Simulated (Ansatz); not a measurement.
# Rock-salt LaTe

Level of theory: LDA in Ansatz (PAW).

Run with plane-wave cutoff 520 eV, 16×16×16 k mesh, Fermi–Dirac smearing 0.05 eV, scalar-relativistic PAW data made under PBE.

Cell: relaxed at this level.

```yaml
volume_per_atom: 31.92 Å³/atom
bulk_modulus: 65.7 GPa
band_gap: zero (no gap)
lattice_constant_a: 6.344 Å
pressure derivative B′ of the bulk modulus: 4.5
```

Spin–orbit coupling is not included; it can open a gap where bands touch, and shift volumes and moduli.

Computed values are for the static lattice.

Ansatz is a quantum-chemistry and plane-wave program.
